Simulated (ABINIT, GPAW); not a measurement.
An ABINIT input for a self-consistent single point of Mg2NiH4 (Imm2, 7 atoms in the cell) (DFT, LDA (PW92), plane waves, PAW (JTH v2.0 LDA PAW)):

```
# Mg2NiH4, JTH v2.0 LDA PAW
pp_dirpath "./"
pseudos "Mg.LDA_PW-JTH.xml, Ni.LDA_PW-JTH.xml, H.LDA_PW-JTH.xml"
acell 4.5151104102 4.5151104102 4.5151104102 Angstrom
rprim
        -0.5011228507    0.7008831928    0.5075811645
         0.5011228507   -0.7008831928    0.5075811645
         0.5011228507    0.7008831928   -0.5075811645
natom 7
ntypat 3
znucl 12 28 1
typat 1 1 2 3 3 3 3
xred
         0.7596300000    0.5092900000    0.2503400000
         0.2589500000    0.5092900000    0.7496600000
         0.0384500000    0.0384500000    0.0000000000
         0.1806500000    0.9486000000    0.2320500000
         0.7165500000    0.9486000000    0.7679500000
         0.2568800000    0.9954300000    0.7385500000
         0.2568800000    0.5183300000    0.2614500000
ecut 30
pawecutdg 60
occopt 3
tsmear 0.05 eV
nband 28
kptopt 1
ngkpt 7 7 7
nshiftk 1
shiftk 0 0 0
nstep 60
tolvrs 1.0e-11
prtwf 0
prtden 0
enunit 2
```

Question: Translate this input to GPAW.

Answer: One input that does it (others would too):

```python
from ase import Atoms
from ase.units import GPa
from gpaw import GPAW, PW, FermiDirac

atoms = Atoms(['Mg', 'Mg', 'Ni', 'H', 'H', 'H', 'H'],
              cell=[[-2.262625, 3.164565, 2.291785],
                    [2.262625, -3.164565, 2.291785],
                    [2.262625, 3.164565, -2.291785]],
              positions=[[-0.000000, 1.584434, 2.334366],
                         [2.262625, 1.580131, 0.042581],
                         [-0.000000, 0.000000, 0.176238],
                         [2.262625, -1.695890, 2.056190],
                         [2.262625, 1.695890, 2.056190],
                         [3.342123, -0.000000, 1.177427],
                         [1.183127, 0.000000, 1.177427]],
              pbc=True)

calc = GPAW(mode=PW(800),
            xc='LDA',
            kpts=(7, 7, 7),
            occupations=FermiDirac(0.05),
            nbands=-4,
            convergence={'density': 1e-05, 'bands': -2},
            symmetry={'symmorphic': False, 'tolerance': 0.0005},
            maxiter=120,
            txt='-')

atoms.calc = calc

energy = atoms.get_potential_energy()
print('Energy (eV):', round(energy, 6))
forces = atoms.get_forces()
print('Forces (eV/Ang):')
print(forces.round(5))
stress = atoms.get_stress()
print('Stress (GPa, Voigt):', (stress / GPa).round(4))
```

Basis, cutoffs, solver keys and any potentials are the target program's own. This input uses DFT LDA (Perdew-Wang 92), plane waves, GPAW PAW datasets LDA (gpaw-data 1.0.1). LDA parametrisations can differ slightly between programs.

The starting cell comes from a database of computed structures (which also holds hypothetical and non-ambient phases and stackings), without a prior relaxation at this level.
